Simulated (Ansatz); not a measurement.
RhZn (Pm-3m, No. 221, 2 atoms in the cell; start mp-6938), treated with LDA in Ansatz (plane waves, PAW).

Run with plane-wave cutoff 520 eV, 18×18×18 k mesh, Fermi–Dirac smearing 0.05 eV, no spin polarisation, scalar-relativistic PAW data made under PBE.

Cell (relaxed at this level):

```cif
data_RhZn
_chemical_formula_sum 'Zn1 Rh1'
_space_group_name_H-M_alt 'P 1'
_space_group_IT_number 1
_cell_length_a 2.94439
_cell_length_b 2.94439
_cell_length_c 2.94439
_cell_angle_alpha 90.000
_cell_angle_beta 90.000
_cell_angle_gamma 90.000
loop_
_space_group_symop_operation_xyz
  'x, y, z'
loop_
_atom_site_label
_atom_site_type_symbol
_atom_site_fract_x
_atom_site_fract_y
_atom_site_fract_z
_atom_site_occupancy
Zn1 Zn 0.50000 0.50000 0.50000 1
Rh1 Rh 0.00000 0.00000 0.00000 1
```

Q: Predict the bulk modulus.

A: 
* **bulk modulus**: 220 GPa

Note: the run has no spin polarisation, so it can have missed a magnetic state; the bulk modulus is −V dP/dV from two relaxed cells at ±2 % in volume; the relaxation could not lower the start's symmetry, so the cell can be a saddle point above a distorted one.

A start named mp-… is a Materials Project structure, which need not be a measured phase.

Ansatz is a first-principles code.
